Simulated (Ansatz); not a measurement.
**MgO: band gap against strain**

MgO (rock salt, Fm-3m, 8.993 Å³/atom at rest, cube axes along x, y and z) under an equal strain ε along all three axes. LDA in Ansatz, a plane-wave DFT program (PAW, default set), 420 eV, 14×14×14 Γ-centred mesh, Fermi-Dirac smearing 0.05 eV; ions are relaxed within the symmetry of each cell. Gaps are the smallest over the k-mesh and a band path, without spin-orbit coupling; in all rows the valence edge lies at Γ and the conduction edge at Γ.

Here s stands for strain and Eg for gap.

```
strain (%)  gap (eV)
----------  --------
-1.50          5.510
-1.00          5.348
-0.50          5.189
0.00           5.035
0.50           4.883
1.00           4.736
1.50           4.591
3.00               ?
```

Fit Eg of the 7 rows that show it with a straight line. Means: s 0, Eg 5.0417. About the means, the sum of products is -2.1435 and the sum of squares of s is 7.0000; the slope is their ratio. Least squares gives Eg = 5.0417 - 0.30621·s. Residuals (row less fit): 0.0090, 0.0001, -0.0058, -0.0067, -0.0056, 0.0005, 0.0086; standard error 0.0073 (degrees of freedom: 5). Over these rows the gap moves by -31 ± 0.3 eV per unit strain, or -10 eV per unit of ln V.

**Question.** What does the fit predict for Eg at s = 3.00, and how far is the calculated value from it?

**Answer.** Eg = 5.0417 - 0.30621 × 3.0 = 4.1231 eV. The calculation gives 4.181 eV, 0.0579 eV above the prediction (4.4 % of the range of Eg in the table). The row lies outside the fitted rows, so this is an extrapolation. From the scatter of the fitted rows alone, a prediction at this place has a standard error of 0.0113 eV, so the miss is 5.1 times that.

One order more, fitted to all 13 runs of the series, follows each within 0.001, so the miss is the next term of a smooth law. Other structures, which can take over under pressure, weren't tried. Rows are the converged runs of the series near zero and its far end; series whose fitted rows scatter by over a few per cent of the range, as at a crossing or softening among them, aren't shown in this form. Most that stay on the fit to the last digits aren't either.
